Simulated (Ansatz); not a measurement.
PbF2: isotropic strain −2.50 %

The parent structure is PbF2 in the fluorite structure (space group Fm-3m, No. 225; a = 5.8987 Å).

The change: every lattice vector is shortened by 2.50 %, atoms relaxed at fixed cell.

Method: Kohn–Sham DFT with the PBEsol functional, run in Ansatz (a first-principles code) with PAW and 420 eV plane waves, without spin-orbit coupling. k-mesh 10×10×10 (Γ-centred); smearing 0.05 eV (Fermi–Dirac).

The volume per atom decreases by 1.25 Å³ (17.10 Å³ → 15.85 Å³) and the space group stays Fm-3m (No. 225). The shortest interatomic distance falls by 0.064 Å to 2.490 Å and the energy grows by 25 meV/atom. The band gap drops by 0.04 eV, from 4.31 eV to 4.27 eV and the gap character remains indirect, W → X. The smallest direct gap decreases by 0.03 eV (4.46 eV → 4.43 eV) and the mean gap deformation potential ΔEg/Δln V comes out as +0.5 eV. The width of the top valence band rises by 0.53 eV, from 2.08 eV to 2.61 eV and the valley order (the lowest conduction-band minima on the path, energy above the VBM, named in the base's zone) becomes X along ⟨100⟩ 4.27 eV; L along ⟨111⟩ 4.87 eV; a point along ⟨110⟩, about 0.6 Å⁻¹ from Γ 5.25 eV (base: X along ⟨100⟩ 4.31 eV; L along ⟨111⟩ 4.93 eV; a point along ⟨110⟩, about 0.6 Å⁻¹ from Γ 5.30 eV).

Cost of the whole job for the changed cell (relaxation, final SCF and bands): around 8 core-seconds (rough).

With Pb present, leaving out spin-orbit coupling can change the band edges. Semilocal Kohn–Sham gaps tend to fall short of experiment. No phonon test of stability was made.
